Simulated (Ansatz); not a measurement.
Consider a periodic stack without vacuum, rock-salt TiC (1 1 1) on wurtzite AlN (0 0 1) (film strained to the substrate, started from cuts of the bulks and a machine-learned relaxation; slabs Al6N6 and C4Ti4, which can lie off the formulas): substrate slab Al6N6, film C4Ti4, surface cells [[0, 1], [-1, 0]] and [[-1, 1], [-1, 0]], film strained by +2.2 and +2.2 %, outermost planes Al/N and C/Ti as cut, which need not be the usual terminations and can put a slab off its formula. Its start:

```yaml
crystal:
  lattice:
    - [3.13025, 0.00000, 0.00057]
    - [1.56513, 2.71088, -0.02574]
    - [1.56968, 0.19024, 26.31443]
  atoms:
    - { symbol: Al, position: [0.30938, 0.27835, 0.03675] }
    - { symbol: Al, position: [0.60916, 0.63130, 0.13448] }
    - { symbol: N, position: [0.28634, 0.29707, 0.11331] }
    - { symbol: N, position: [0.58072, 0.62578, 0.20703] }
    - { symbol: Al, position: [0.23556, 0.29286, 0.23065] }
    - { symbol: Al, position: [0.52410, 0.62127, 0.32593] }
    - { symbol: N, position: [0.20256, 0.28781, 0.30247] }
    - { symbol: N, position: [0.48522, 0.62085, 0.39781] }
    - { symbol: Al, position: [0.13957, 0.28817, 0.42109] }
    - { symbol: Al, position: [0.41574, 0.63048, 0.51448] }
    - { symbol: N, position: [0.09427, 0.29591, 0.49296] }
    - { symbol: N, position: [0.33638, 0.68409, 0.58479] }
    - { symbol: C, position: [0.21635, 0.81882, 0.62782] }
    - { symbol: C, position: [0.50106, 0.13600, 0.72316] }
    - { symbol: C, position: [0.78101, 0.47924, 0.81852] }
    - { symbol: C, position: [0.06516, 0.82201, 0.91407] }
    - { symbol: Ti, position: [0.85972, 0.45534, 0.68107] }
    - { symbol: Ti, position: [0.13954, 0.80915, 0.77132] }
    - { symbol: Ti, position: [0.42284, 0.15077, 0.86334] }
    - { symbol: Ti, position: [0.71274, 0.49211, 0.95342] }
```

The start was prepared with a machine-learned potential, and the result is one local minimum, with the in-plane cell held and forces under 0.04 eV/Å; the film can end far from its bulk form.

Level of theory: PBE (plane waves to 420 eV, PAW; Ansatz, a quantum-chemistry and plane-wave program). Spin–orbit coupling is left out; the runs are not spin-polarised; PBE gaps are too small against experiment. Its k-point mesh 11×11×1, Fermi–Dirac width 0.05 eV.

Q: Predict the relaxed interface.

A: 
| Quantity | Value |
|---|---|
| interface area | 8.5 Å² |
| period | 26.43 Å |
| heights between the nearest atoms of the two slabs at the two interfaces | 1.20 and 2.14 Å |
| Al–Ti contacts across the interfaces within 1.22 times the sum of covalent radii | 3, mean 2.80 Å |
| C–N contacts across the interfaces within 1.22 times the sum of covalent radii | 1, mean 1.20 Å |
| estimate of the barrier | withheld, since the two interfaces are unlike |
| slope of the mean potential energy in the substrate | -1.4 MV/cm × e |
